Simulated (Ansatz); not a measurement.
The starting structures come from a database of crystals and need not be the phases stable at ambient conditions.

Crystal: BaTi(BO$_{3}$)$_{2}$ (R-3, not sure to be the ambient phase, 10 atoms a cell, 12.5 Å³ an atom, -5 GPa at this level); planes in its conventional cell.

Level of theory: r2SCAN (plane waves, PAW; Ansatz, an electronic-structure program).

The gap is the functional's own, uncorrected, and κ follows it; spin-orbit coupling is left out. Mid-gap values are interpolated between the computed energies.

```tsv
plane	area of the cell (Å²)	mid-gap κ (1/Å)	largest κ in the gap (1/Å)
(110)	49.3	0.35	0.35
(001)	22.3	?	?
```

Problem. The slowest decay depends on the direction. Supply the withheld values.

Solution. 
- (001), mid-gap κ (1/Å): 0.52
- (001), largest κ in the gap (1/Å): 0.54
